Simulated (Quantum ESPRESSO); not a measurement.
A self-consistent single point of Al3Nb10Si3 (Fmm2, 16 atoms in the cell) with Quantum ESPRESSO.

Computed with LDA (PZ), GBRV 1.5 ultrasoft (LDA) pseudopotentials (plane waves; Quantum ESPRESSO).

```yaml
crystal:
  lattice:
    - [0.00000, 7.32344, 7.34360]
    - [2.61665, 0.00000, 7.34360]
    - [2.61665, 7.32344, 0.00000]
  atoms:
    - { symbol: Al, position: [0.24990, 0.24990, 0.25010] }
    - { symbol: Al, position: [0.74990, 0.74990, 0.75010] }
    - { symbol: Al, position: [0.66510, 0.66510, 0.33490] }
    - { symbol: Nb, position: [0.22423, 0.57759, 0.42241] }
    - { symbol: Nb, position: [0.57759, 0.22423, 0.77577] }
    - { symbol: Nb, position: [0.77718, 0.41826, 0.58174] }
    - { symbol: Nb, position: [0.41826, 0.77718, 0.22282] }
    - { symbol: Nb, position: [0.27642, 0.07616, 0.92384] }
    - { symbol: Nb, position: [0.07616, 0.27642, 0.72358] }
    - { symbol: Nb, position: [0.72641, 0.92701, 0.07299] }
    - { symbol: Nb, position: [0.92701, 0.72641, 0.27359] }
    - { symbol: Nb, position: [0.74938, 0.24690, 0.25062] }
    - { symbol: Nb, position: [0.24690, 0.74938, 0.75310] }
    - { symbol: Si, position: [0.33467, 0.33467, 0.66533] }
    - { symbol: Si, position: [0.83704, 0.16390, 0.83610] }
    - { symbol: Si, position: [0.16390, 0.83704, 0.16296] }
```

Reference input (self-consistent single point, DFT, LDA (PZ), plane waves, GBRV 1.5 ultrasoft (LDA) pseudopotentials): ecutwfc = 40 Ry; ecutrho = 320 Ry; occupations = smearing; smearing = marzari-vanderbilt; degauss = 0.019992 Ry; potentials = {Al: al_lda_v1.uspp.F.UPF, Nb: nb_lda_v1.uspp.F.UPF, Si: si_lda_v1.uspp.F.UPF}; K_POINTS = automatic 4 4 4 0 0 0; conv_thr = 1e-09 Ry. This run's input differs from it in these lines:

```diff
@@ -18,3 +18,3 @@
 &electrons
- conv_thr = 1.0d-9,
+ conv_thr = 7.3e-04,
 /
```

The program printed (abridged):

```
     Self-consistent Calculation

     iteration #  1     ecut=    40.00 Ry     beta= 0.70

     total energy              =   -1229.36399675 Ry
     estimated scf accuracy    <       1.99104391 Ry

     iteration #  2     ecut=    40.00 Ry     beta= 0.70

     total energy              =   -1228.72554921 Ry
     estimated scf accuracy    <       5.79333165 Ry

     iteration #  3     ecut=    40.00 Ry     beta= 0.70

     total energy              =   -1228.96594806 Ry
     estimated scf accuracy    <      15.41582273 Ry

   [... 5 blocks of this kind left out ...]

     iteration #  9     ecut=    40.00 Ry     beta= 0.70
     c_bands:  1 eigenvalues not converged
     c_bands:  1 eigenvalues not converged

     total energy              =   -1230.18201326 Ry
     estimated scf accuracy    <       0.00609717 Ry

     iteration # 10     ecut=    40.00 Ry     beta= 0.70
     End of self-consistent calculation

     the Fermi energy is    14.0496 ev

!    total energy              =   -1230.18203624 Ry
     estimated scf accuracy    <       0.00040598 Ry
     smearing contrib. (-TS)   =      -0.00013713 Ry
     internal energy E=F+TS    =   -1230.18189911 Ry

     convergence has been achieved in  10 iterations

     Forces acting on atoms (cartesian axes, Ry/au):

     atom    1 type  1   force =     0.00000000    0.00000000    0.00054932
     atom    2 type  1   force =     0.00000000    0.00000000    0.00054932
     atom    3 type  1   force =     0.00000000   -0.00000000   -0.00571982
     atom    4 type  2   force =     0.00000000    0.00051039    0.00141824
     atom    5 type  2   force =     0.00000000   -0.00051039    0.00141824
   [... lines left out ...]
     Total force =     0.019975     Total SCF correction =     0.085586
   [... lines left out ...]
     SCF correction compared to forces is large: reduce conv_thr to get better values

          total   stress  (Ry/bohr**3)                   (kbar)     P=     -157.88
  -0.00106791  -0.00000000   0.00000000         -157.09       -0.00        0.00
  -0.00000000  -0.00109030   0.00000000           -0.00     -160.39        0.00
  -0.00000000   0.00000000  -0.00106157           -0.00        0.00     -156.16

   JOB DONE.
```

The run converged in 10 iterations. Against the reference run the free energy is nearly the same (within 1 meV/atom), the pressure goes from -15.58 to -15.79 GPa and the largest force goes from 0.202 to 0.217 eV/Å. The full log also holds: “SCF correction compared to forces is large: reduce conv_thr to get better values”.

The starting cell comes from a database of computed structures (which also holds hypothetical and non-ambient phases and stackings), without a prior relaxation at this level. Its lattice was rescaled by a random factor within 2.5 % of one. Spin polarisation is off. With a pressure of about -16 GPa the cell is away from its equilibrium volume at this level.

Cost on one core of a shared machine: roughly 10 min.
